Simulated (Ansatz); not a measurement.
Ansatz (a quantum-chemistry and plane-wave program) run on TiAl3 (Pm-3m, 4 atoms in the cell): self-consistent single point.

Level of theory: r2SCAN-D4, default PAW files made with PBE (plane waves; Ansatz).

```
TiAl3
1.0
    3.95567     0.00000     0.00000
    0.00000     3.95567     0.00000
    0.00000     0.00000     3.95567
Ti Al
1 3
Direct
  0.00000   0.00000   0.00000
  0.50000   0.50000   0.00000
  0.00000   0.50000   0.50000
  0.50000   0.00000   0.50000
```

Reference input (self-consistent single point, DFT, r2SCAN, plane waves, default PAW files made with PBE): kpoints.mp_grid.grid = 11 11 11; hamiltonian.xc = r2scan; hamiltonian.pseudopotentials = {kind: paw} (the program's default PAW files); scf.occupations.method = fermi_dirac; scf.occupations.width = 0.05 eV. This run's input differs from it in these lines:

```diff
@@ -15,2 +15,3 @@
   xc: r2scan
+  dispersion: d4
   pseudopotentials: { kind: paw }
```

Log, with long lists cut:

```
SCF iter   1: F=—  HF=-4127.660169 eV  |F-HF|=—  |Δ(HF+E_count)|=         —  Δρ=9.56e-3  dr2=5.77e-2  dr2_τ=3.12e-2  ethr=1.77e-3  ⟨swp⟩=5.7  Hψ=4952  notcnv=0
all-band conjugate gradients solve this SCF's bands
preconditioner: auto → Kerker (q_TF=auto, 2.279 Å⁻¹)
SCF iter   2: F=—  HF=-4127.714744 eV  |F-HF|=—  |Δ(HF+E_count)|=   5.46e-2  Δρ=4.57e-3  dr2=1.91e-2  dr2_τ=1.94e-3  ethr=2.75e-4  ⟨swp⟩=2.5  Hψ=2103  notcnv=0
   [... lines left out ...]
SCF iter   6: F=—  HF=-4127.713121 eV  |F-HF|=—  |Δ(HF+E_count)|=   8.62e-7  Δρ=1.93e-5  dr2=4.30e-7  dr2_τ=9.63e-9  ethr=4.07e-8  ⟨swp⟩=2.3  Hψ=1178  notcnv=0
SCF iter   7: F=-4127.713121 eV  HF=-4127.713121 eV  |F-HF|=7.10e-9  |Δ(HF+E_count)|=   1.72e-8  Δρ=5.25e-6  dr2=2.09e-8  dr2_τ=8.76e-10  ethr=4.76e-10  ⟨swp⟩=4.4  Hψ=2931  notcnv=0
the search or the solves at the SCF's close seem to have found levels that the self-consistency loop had missed (the run counts 1) …
SCF 1 converged in 7 iterations: F = -4127.713121 eV  dr2 = 2.09e-8
Free energy (F): -4127.713121 eV
Internal energy: -4127.694230 eV  (E = F + TS)
E sigma→0 (E₀):  -4127.703675 eV
Entropy (-TS):   -0.018892 eV (-4.723 meV/atom)
Fermi energy:    10.533111 eV
--- Forces (eV/Å), atoms counted from 1 ---
  atom   1  Ti    -0.00000000    -0.00000000    -0.00000000
   [... zero for the other atoms too ...]
--- Stress (GPa, compression-positive) ---
       -1.032164      -0.000000       0.000000
        0.000000      -1.032164       0.000000
        0.000000       0.000000      -1.032164
  P = ⅓ Tr σ = -1.0322 GPa (-10.322 kbar)
  The stress holds the Pulay correction. Without it, at fixed plane waves, as pw.x and ABINIT print it: P = -1.0609 GPa
```

The run converged in 7 iterations. Against the reference run the pressure goes from 0.04 to -1.03 GPa.

The starting cell comes from a database of computed structures (which also holds hypothetical and non-ambient phases and stackings), without a prior relaxation at this level. Spin polarisation is off. Ansatz's pressure includes its estimate of the finite-basis (Pulay) stress.

Keys are those of Ansatz 0.2.
